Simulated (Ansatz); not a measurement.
```xyz
1
Lattice="0.0000 1.9347 1.9347 1.9347 0.0000 1.9347 1.9347 1.9347 0.0000" Properties=species:S:1:pos:R:3 pbc="T T T"
Ir     0.0000     0.0000     0.0000
```

No spin polarisation.

Calculations: PBEsol (Ansatz, a program for electronic structure, PAW, no SOC). Γ-centred 29×29×29 mesh, Fermi–Dirac width 0.1 eV.

**Question.** Predict the pressure, band gap and space group.

**Answer.** 
- Pressure = -10.7 GPa
- Band gap = zero
- Space group = Fm-3m (No. 225)

The cells carry an imposed strain or load. Whether these cells are dynamically stable was not tested. The final runs are not spin-polarised. The cell was made from Ir in the fcc (Cu type) structure (space group Fm-3m, No. 225) by this change: isotropic strain +1.00 %.
